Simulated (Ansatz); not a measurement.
How far PBE and PBEsol part for hypothetical fluorite TeO2, pressure 4.2 GPa

Consider TeO2 in the fluorite structure (space group Fm-3m, No. 225; a = 5.3853 Å; a hypothetical phase, not in the database extracts checked).

(Cell as relaxed with PBE.)

Levels (all Ansatz, a first-principles code, PAW, earlier PAW set): PBE (420 eV, scalar-relativistic without spin-orbit coupling); PBEsol (420 eV, spin-orbit coupling left out).

Each level relaxes its own structure.

```tsv
base	PBE	PBEsol
volume per atom	13.01 Å³	12.57 Å³
lattice parameter a	5.385 Å	5.323 Å
band gap	0.82 eV	0.73 eV
```

The change: cell and atoms relaxed at a pressure of 4.2 GPa.

```tsv
quantity	PBE	PBEsol
smallest direct gap	2.57 eV	2.71 eV
shortest interatomic distance	2.313 Å	2.288 Å
valley order (the lowest conduction-band minima on the path, energy above the VBM, named in the base's zone)	a point along ⟨100⟩, about 0.7 Å⁻¹ from Γ 0.82 eV; a point along ⟨110⟩, about 0.2 Å⁻¹ from Γ 1.80 eV	a point along ⟨100⟩, about 0.6 Å⁻¹ from Γ 0.72 eV; a point along ⟨110⟩, about 0.2 Å⁻¹ from Γ 1.68 eV
```

PBE's smallest direct gap lies 0.14 eV below PBEsol's; PBE's shortest interatomic distance lies 0.025 Å above PBEsol's (1.1 %); both order the valleys alike. Neither level is exact; PBEsol is the comparison here, not a measurement.

With Te present, leaving out spin-orbit coupling can change the band edges. Load acts through the strain it causes; cell and atoms are relaxed under it. Stability against distortions was not tested.
